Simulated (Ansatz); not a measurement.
# A computed series for AlGaAs2: pressure series

Consider AlGaAs2 (space group R3m, No. 160; a cell from a computed database, its experimental status unchecked).

```xyz
4
Lattice="2.0054 1.1578 6.5491 -2.0054 1.1578 6.5491 0.0000 -2.3157 6.5491" Properties=species:S:1:pos:R:3 pbc="T T T"
Al     0.0000     0.0000    19.6416
Ga     0.0000     0.0000     9.8277
As     0.0000     0.0000     2.4532
As     0.0000     0.0000    12.2841
```

Cell and atoms are relaxed at each pressure.

All numbers come from r2SCAN, PAW, 500 eV (Ansatz, a program for electronic structure; no SOC), earlier PAW set.

Computed cases, in order: 0 GPa (base); pressure 3 GPa; pressure 30 GPa; pressure 50 GPa; pressure 75 GPa.

Task: Between which two neighbouring cases does the gap turn between direct and indirect?

Result: Between pressure 3 GPa (1.57 eV, direct at Γ) and pressure 30 GPa (1.28 eV, indirect, Γ → F). The whole series: 0 GPa (base): 1.35 eV, direct at Γ; pressure 3 GPa: 1.57 eV, direct at Γ; pressure 30 GPa: 1.28 eV, indirect, Γ → F; pressure 50 GPa: 1.03 eV, indirect, Γ → F; pressure 75 GPa: 0.74 eV, indirect, Γ → F.

Load acts through the strain it causes; cell and atoms are relaxed under it. No phonon test of stability was made. No other phases were tried under pressure.
